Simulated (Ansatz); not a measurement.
**Ansatz (a first-principles code) run on Al3Ni2 (P3m1, 5 atoms in the cell): self-consistent single point**

Method: LDA (PW92), default PAW files made with PBE (plane waves; Ansatz).

This input was run:

Ansatz 0.2 input:
```yaml
crystal:
  lattice:
    - [4.006183, 0.000000, 0.000000]
    - [-2.003091, 3.469456, 0.000000]
    - [0.000000, 0.000000, 4.895503]
  atoms:
    - { symbol: Al, position_ang: [0.000000, 0.000000, 0.049998] }
    - { symbol: Al, position_ang: [-0.000002, 2.312972, 3.172678] }
    - { symbol: Al, position_ang: [2.003094, 1.156484, 1.722825] }
    - { symbol: Ni, position_ang: [-0.000002, 2.312972, 0.717534] }
    - { symbol: Ni, position_ang: [2.003094, 1.156484, 4.177969] }
basis:
  ecutwfc: 30.9 Ry
kpoints:
  mp_grid:
    grid: [10, 10, 7]
hamiltonian:
  xc: lda
  pseudopotentials:
    kind: paw
scf:
  occupations:
    method: fermi_dirac
    width: 0.0073 Ry
output:
  forces: true
  eigenvalues: true
  stress: true
```

Output, abridged:

```
WARN the atoms were moved onto the symmetric positions of the space group found under crystal.symmetry.tolerance 1.0e-5 (fractional …
WARN ansatz: RAYON_NUM_THREADS=1 ignored (pool sized by the plan → 1); use --threads N
Pseudopotentials: kind: paw
Pseudopotential: Al, paw, valence charge 3
Pseudopotential: Ni, paw, valence charge 18
Crystal: 5 atoms, lattice volume = 68.044 Å³
Basis set: ecut = 420.4159175005146 eV, 1373 PW (Γ)
Bands: 28, of which v1, the nominal top of the filled ones, is band 23 counted from 1 (22 counted from 0)
Symmetry: 6 space group operations
Space group: P3m1 (ITA 156), of the structure as read, at distance tolerance 4.1e-5 Å
k-points: 80 of 700 (time reversal used)
PAW frozen core: Al, regenerated for the run's functional, and the local potential with it
PAW frozen core: Ni, regenerated for the run's functional, and the local potential with it
Initial density: superposition of atomic densities (neutral atoms: chi_scale 0, normalization atom), corrected by the library's trained network
Initial wavefunctions: pseudopotential atomic-orbital guess
Eigensolver: davidson
Functional: x = slater, c = lda
SCF iter   1: F=—  HF=-13088.671563 eV  |F-HF|=—  |Δ(HF+E_count)|=         —  Δρ=8.84e-3  dr2=2.51e-2  ethr=1.77e-3  ⟨swp⟩=6.2  Hψ=10149  notcnv=0
all-band conjugate gradients solve this SCF's bands
preconditioner: auto → Kerker (q_TF=auto, 2.547 Å⁻¹)
SCF iter   2: F=—  HF=-13088.664784 eV  |F-HF|=—  |Δ(HF+E_count)|=   6.78e-3  Δρ=2.99e-3  dr2=7.98e-3  ethr=5.58e-5  ⟨swp⟩=2.3  Hψ=4393  notcnv=0  defer=5
SCF iter   3: F=—  HF=-13088.663214 eV  |F-HF|=—  |Δ(HF+E_count)|=   1.57e-3  Δρ=1.31e-3  dr2=2.56e-3  ethr=1.77e-5  ⟨swp⟩=1.0  Hψ=2227  notcnv=0  defer=5
SCF iter   4: F=—  HF=-13088.662565 eV  |F-HF|=—  |Δ(HF+E_count)|=   6.49e-4  Δρ=2.17e-4  dr2=7.34e-5  ethr=5.69e-6  ⟨swp⟩=2.3  Hψ=3287  notcnv=0  defer=5
SCF iter   5: F=—  HF=-13088.662539 eV  |F-HF|=—  |Δ(HF+E_count)|=   2.54e-5  Δρ=7.86e-5  dr2=7.32e-6  ethr=1.63e-7  ⟨swp⟩=2.2  Hψ=3389  notcnv=0  defer=5
SCF iter   6: F=—  HF=-13088.662538 eV  |F-HF|=—  |Δ(HF+E_count)|=   1.28e-6  Δρ=3.90e-5  dr2=8.02e-7  ethr=1.63e-8  ⟨swp⟩=2.4  Hψ=3477  notcnv=0  defer=5
SCF iter   7: F=—  HF=-13088.662538 eV  |F-HF|=—  |Δ(HF+E_count)|=   1.09e-8  Δρ=2.22e-5  dr2=2.19e-7  ethr=1.78e-9  ⟨swp⟩=2.2  Hψ=3294  notcnv=0  defer=5
SCF iter   8: F=-13088.662538 eV  HF=-13088.662538 eV  |F-HF|=4.31e-10  |Δ(HF+E_count)|=   1.31e-8  Δρ=2.88e-6  dr2=4.04e-9  ethr=2.22e-10  ⟨swp⟩=5.0  Hψ=8660  notcnv=0
SCF 1 converged in 8 iterations: F = -13088.662538 eV  dr2 = 4.04e-9
SCF converged after 8 iterations
Free energy (F): -13088.662538 eV
Harris-Foulkes:  -13088.662538 eV  (|F-HF|=4.31e-10)
Internal energy: -13088.620533 eV  (E = F + TS)
E sigma→0 (E₀):  -13088.641536 eV
Entropy (-TS):   -0.042005 eV (-8.401 meV/atom)
Fermi energy:    10.967643 eV
--- Per-component energies (eV) ---
  E_band       = -769.117586
  E_kinetic    = 645.714983
  E_local      = -10267.567351  (includes V_loc(G=0)·N_el)
  E_nonlocal   = 1307.905252
  E_hartree    = 4461.641614
  E_xc         = -291.192139
  E_vxc        = -312.116495  (∫ρ·V_xc dr)
  E_paw        = -4457.753859  (= ΣΔE_a)
  E_vpaw       = -1066.339898  (= ΣTr[D̂ρ^β])
  E_aug_tail   = 0.000869  (compensation charges beyond the density's cutoff)
  E_ewald      = -4488.405293
  E_core_change = 1.035391  (= ΣΔE_core)
  E_smearing   = -0.042005  (= −TS)
  E_closure    = 0.000000  (closes the sum)
  Σ components = -13088.662538   (vs F -13088.662538, Δ=0.00e0)
--- Forces (eV/Å), atoms counted from 1 ---
  atom   1  Al     0.00000000    -0.00000000    -0.20443763
  atom   2  Al     0.00000000    -0.00000000     0.13851886
  atom   3  Al    -0.00000000     0.00000000    -0.00844369
  atom   4  Ni    -0.00000000     0.00000000    -0.03719148
  atom   5  Ni     0.00000000    -0.00000000     0.11154879
  max |Σ_I F_I| component: 5.15e-6 eV/Å
--- Stress (GPa, compression-positive) ---
       -5.089025       0.000000       0.000000
        0.000000      -5.089025       0.000000
        0.000000       0.000000      -6.171597
  P = ⅓ Tr σ = -5.4499 GPa (-54.499 kbar)
  The stress holds the Pulay correction. Without it, at fixed plane waves, as pw.x and ABINIT print it: P = -5.5321 GPa
--- Band table (eV; the first three rows and the last of 80) ---
  k-point 0: bands = ["-91.6009", "-91.5365", "-52.4441", "-52.4320", "-52.4320", "-52.3905", "-52.3587", "-52.3587", "0.4856", "5.7577", "6.1426", "7.4241", "7.4241", "8.0034", "8.0034", "8.8646", "8.8646", "9.2543", "9.3222", "9.3222", "9.6963", [...]
  k-point 1: bands = ["-91.6009", "-91.5365", "-52.4441", "-52.4320", "-52.4320", "-52.3906", "-52.3587", "-52.3587", "0.6083", "4.7984", "6.7987", "7.4066", "7.4066", "7.9858", "7.9858", "8.9023", "8.9023", "9.0830", "9.3285", "9.3285", "10.4105", [...]
  k-point 2: bands = ["-91.6009", "-91.5365", "-52.4441", "-52.4320", "-52.4320", "-52.3906", "-52.3587", "-52.3587", "0.9665", "3.6536", "7.2239", "7.3696", "7.3696", "7.9463", "7.9463", "8.9958", "9.0062", "9.0062", "9.3194", "9.3194", "11.8985", [...]
  k-point 79: bands = ["-91.6008", "-91.5366", "-52.4448", "-52.4340", "-52.4332", "-52.3884", "-52.3587", "-52.3580", "4.5927", "5.3044", "5.4968", "5.8303", "6.3799", "6.8687", "8.2215", "8.3715", "8.4439", "8.9958", "9.0887", "9.1686", "9.4269", [...]
```

The run converged in 8 iterations.

The starting cell comes from a database of computed structures (which also holds hypothetical and non-ambient phases and stackings), without a prior relaxation at this level. Its lattice was rescaled by up to half a per cent. One atom was moved a little off its site on purpose. Spin polarisation is off. With a pressure of about -5 GPa the cell is away from its equilibrium volume at this level. Ansatz's pressure includes its estimate of the finite-basis (Pulay) stress.
